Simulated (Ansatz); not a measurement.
## Alloy series in GaP

Consider GaP in the zinc blende structure (space group F-43m, No. 216; a = 5.4514 Å).

The other end (x = 1) is GaAs in the zinc blende structure (space group F-43m, No. 216): 22.75 Å³/atom, gap 0.96 eV.

As replaces a fraction x of P; each row is one arrangement (x, atoms in the cell, starting space group or random), fully relaxed.

Levels (all Ansatz, a first-principles code, PAW): r2SCAN (500 eV, no spin-orbit coupling); HSE06 (420 eV, no spin-orbit coupling).

Band gaps by level, all at the geometries relaxed with r2SCAN:

```tsv
case	r2SCAN	HSE06
base	1.85 eV	2.26 eV
x(As) = 0.667, 6 atoms, P3m1	1.30 eV	1.70 eV
x(As) = 0.75, 8 atoms, P-43m	1.28 eV	1.68 eV
```

Single points use the geometry relaxed with r2SCAN. HSE06 was sampled on its mesh, a few special points and the semilocal edge points, so its gap is an upper bound. These are small ordered cells, not random alloys; other orderings at the same x differ. Stability against distortions was not tested.
